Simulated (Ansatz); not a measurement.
GaN (P6_3mc) under uniaxial stress along c (compression positive): electron conductivity mass by r2SCAN with spin-orbit coupling, rigid bands (plane waves, PAW; Ansatz, a quantum-chemistry and plane-wave program). The unloaded cell, whose axes the loads refer to:

```
CELL_PARAMETERS angstrom
      3.18259     0.00000     0.00000
     -1.59130     2.75620     0.00000
      0.00000     0.00000     5.18543
ATOMIC_POSITIONS crystal
  Ga 0.33333 0.66667 0.99919
  Ga 0.66667 0.33333 0.49919
  N  0.33333 0.66667 0.37581
  N  0.66667 0.33333 0.87581
```

```json
[
 {"uniaxial stress along c (compression positive) (GPa)": "-16", "volume per atom (Å³)": "11.73", "electron conductivity mass (mₑ)": "?"},
 {"uniaxial stress along c (compression positive) (GPa)": "-8", "volume per atom (Å³)": "11.54", "electron conductivity mass (mₑ)": "0.183"},
 {"uniaxial stress along c (compression positive) (GPa)": "0", "volume per atom (Å³)": "11.37", "electron conductivity mass (mₑ)": "0.193"},
 {"uniaxial stress along c (compression positive) (GPa)": "8", "volume per atom (Å³)": "11.22", "electron conductivity mass (mₑ)": "0.200"},
 {"uniaxial stress along c (compression positive) (GPa)": "16", "volume per atom (Å³)": "11.07", "electron conductivity mass (mₑ)": "0.206"}
]
```

Q: Fit a straight line to ln(electron conductivity mass) against the load over the rows given, and predict the row at -16 GPa.

A: The means are x̄ = 4.000 GPa and ȳ = -1.6332; Σ(x − x̄)(y − ȳ) = 1.563 and Σ(x − x̄)² = 320.0, so the slope is 0.488 % per GPa, and the rows given lie within 0.76 % of the line. At -16 GPa the line gives 0.177 mₑ; the calculation gives 0.171 mₑ, 3.6 % from it, so the trend bends or changes character over this range.

Masses are for dilute carriers at 300 K, harmonic means over directions unless an axis is named. Stresses and pressures are the targets of the relaxation. The structure type is held at every load. Geometry: cell and atoms relaxed with PBEsol.
